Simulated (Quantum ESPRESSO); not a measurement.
Density of states of AlV2C (P6_3/mmc, 8 atoms in the cell).

```
AlV2C
1.0
    2.88760     0.00000     0.00000
   -1.44380     2.50074     0.00000
    0.00000     0.00000    13.10482
Al V C
2 4 2
Direct
  0.33333   0.66667   0.25000
  0.66667   0.33333   0.75000
  0.33333   0.66667   0.58638
  0.66667   0.33333   0.41362
  0.66667   0.33333   0.08638
  0.33333   0.66667   0.91362
  0.00000   0.00000   0.00000
  0.00000   0.00000   0.50000
```

Method: PBE, SSSP 1.1.2 efficiency (PBE) pseudopotentials (plane waves; Quantum ESPRESSO).

SCF settings: ecutwfc = 50 Ry; ecutrho = 400 Ry; occupations = smearing; smearing = gaussian; degauss = 0.019992 Ry; K_POINTS = automatic 7 7 2 0 0 0; conv_thr = 1e-10 Ry; mixing_beta = 0.7. Keys of the DOS step: nscf.calculation = nscf; nscf.verbosity = high; nscf.occupations = tetrahedra_lin; nscf.nbnd = 43; nscf.startingwfc = random; nscf.diago_thr_init = 1e-06; nscf.diagonalization = cg; nscf.K_POINTS = automatic 14 14 4 0 0 0; projwfc.x.filpdos = pdos; projwfc.x.DeltaE = 0.05 eV; projwfc.x.ngauss = 0; projwfc.x.degauss = 0.01 Ry.

The starting cell comes from a database of computed structures (which also holds hypothetical and non-ambient phases and stackings), without a prior relaxation at this level. Spin polarisation is off.

Total DOS (both spins), as means of the tabulated values in each energy bin; the zero is the program's Fermi level or highest filled level, and the curve is cut to this window:

```csv
E (eV),states/eV/cell
-7.75,0.77
-7.25,0.64
-6.75,0.96
-6.25,2.22
-5.75,2.62
-5.25,3.34
-4.75,3.68
-4.25,5.72
-3.75,5.83
-3.25,5.70
-2.75,1.80
-2.25,6.62
-1.75,7.28
-1.25,4.83
-0.75,3.64
-0.25,3.51
0.25,4.97
0.75,7.50
1.25,7.82
1.75,9.09
```

Around zero the curve holds about 5.4 states/eV/cell.
